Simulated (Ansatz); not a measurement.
```
CELL_PARAMETERS angstrom
      0.00000     2.31443     2.31443
      2.31443     0.00000     2.31443
      2.31443     2.31443     0.00000
ATOMIC_POSITIONS crystal
  Na 0.00000 0.00000 0.00000
  F  0.50000 0.50000 0.50000
```

Calculation: PBEsol, rigid bands (plane waves, PAW, scalar-relativistic; Ansatz, a quantum-chemistry and plane-wave program). Geometry: cell and atoms relaxed with PBEsol.

### Question
What conductivity effective mass do dilute holes have at 300 K?

### Answer
6.7 mₑ.

### Question
What conductivity effective mass do dilute electrons have at 300 K?

### Answer
0.57 mₑ.

### Question
And the band gap?

### Answer
6.20 eV at this level; semilocal functionals usually fall short of the measured gap.

Rigid bands, one relaxation time for all states, no polarons. Spin-orbit coupling is left out.
